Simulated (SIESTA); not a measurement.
A self-consistent single point of InHO₂ (Pa-3, 16 atoms in the cell) with SIESTA.

Method: LDA PW92, numerical atomic orbitals SZ, PseudoDojo LDA standard norm-conserving potentials (rewritten from UPF to PSML) (SIESTA).

```
InHO2
1.0
    5.39351     0.00000     0.00000
    0.00000     5.39351     0.00000
    0.00000     0.00000     5.39351
In H O
4 4 8
Direct
  0.50000   0.50000   0.00000
  0.00000   0.50000   0.50000
  0.00000   0.00000   0.00000
  0.50000   0.00000   0.50000
  0.00000   0.00000   0.50000
  0.50000   0.00000   0.00000
  0.50000   0.50000   0.50000
  0.00000   0.50000   0.00000
  0.13004   0.86996   0.36996
  0.86996   0.13004   0.63004
  0.36996   0.13004   0.86996
  0.63004   0.86996   0.13004
  0.63004   0.63004   0.63004
  0.36996   0.36996   0.36996
  0.86996   0.36996   0.13004
  0.13004   0.63004   0.86996
```

Reference input (self-consistent single point, DFT, LDA PW92, numerical atomic orbitals DZP, PseudoDojo LDA standard norm-conserving potentials (rewritten from UPF to PSML)): XC.functional = LDA; XC.authors = PW92; potentials = PseudoDojo LDA standard; PAO.BasisSize = DZP; PAO.EnergyShift = 0.01 Ry; MeshCutoff = 400 Ry; kgrid.MonkhorstPack = 5 5 5; OccupationFunction = FD; ElectronicTemperature = 10 K; MaxSCFIterations = 150; SCF.Mixer.Method = Pulay; SCF.Mixer.Weight = 0.25. This run's input differs from it in these lines:

```diff
@@ -39,3 +39,3 @@
 XC.authors                   PW92
-PAO.BasisSize                DZP
+PAO.BasisSize                SZ
 PAO.EnergyShift              0.01 Ry
```

Output, abridged:

```
        iscf     Eharris(eV)        E_KS(eV)     FreeEng(eV)     dDmax    Ef(eV) dHmax(eV)
   scf:    1   -10820.589790   -10847.881488   -10847.881488  1.572962 -7.197572  5.684953
   scf:    2   -10862.444239   -10856.150136   -10856.150136  0.179959 -6.292228  2.317548
   scf:    3   -10858.498683   -10857.918207   -10857.918207  0.151633 -5.645562  0.307050
   scf:    4   -10857.864253   -10857.908064   -10857.908064  0.017794 -5.796075  0.261449
   scf:    5   -10857.941291   -10857.930425   -10857.930425  0.015663 -5.737088  0.019450
   scf:    6   -10857.930679   -10857.930582   -10857.930582  0.001151 -5.735305  0.003496
   scf:    7   -10857.930587   -10857.930586   -10857.930586  0.000252 -5.734199  0.000438
   scf:    8   -10857.930586   -10857.930586   -10857.930586  0.000023 -5.734310  0.000008
SCF Convergence by DM+H criterion
max |DM_out - DM_in|         :     0.0000231020
max |H_out - H_in|      (eV) :     0.0000077190
SCF cycle converged after 8 iterations

Using DM_out to compute the final energy and forces

siesta: E_KS(eV) =           -10857.9306

siesta: E_KS - E_eggbox =    -10857.9306

siesta: Atomic forces (eV/Ang):
     1   -0.000000   -0.000000    0.000000
     2    0.000000    0.000000    0.000000
     3    0.000000   -0.000000    0.000000
     4   -0.000000    0.000000    0.000000
     5   -0.000000    0.000000   -0.000000
     6    0.000000   -0.000000   -0.000000
     7    0.000000    0.000000    0.000000
     8   -0.000000   -0.000000    0.000000
     9    0.744752   -0.744752   -0.744752
    10   -0.744752    0.744752    0.744752
    11   -0.744752    0.744752   -0.744752
   [... lines left out ...]
siesta: FreeEng =    -10857.930586
   [... lines left out ...]
siesta:     0.048110    0.000000   -0.000000
siesta:     0.000000    0.048110    0.000000
siesta:    -0.000000    0.000000    0.048110

siesta: Cell volume =        156.896937 Ang**3

siesta: Pressure (static):
siesta:                Solid            Molecule  Units
siesta:          -0.00052399         -0.00025639  Ry/Bohr**3
siesta:          -0.04811048         -0.02354106  eV/Ang**3
siesta:         -77.08149021        -37.71694277  kBar
```

The run converged in 8 iterations. Against the reference run the pressure goes from -10.37 to -7.71 GPa, the largest force goes from 0.101 to 1.290 eV/Å and the gap on the mesh goes from 1.337 to 1.151 eV.

The starting cell comes from a database of computed structures (which also holds hypothetical and non-ambient phases and stackings), without a prior relaxation at this level. Values carry the incompleteness of an atom-centred basis. Forces in this geometry exceed 1 eV/Å.
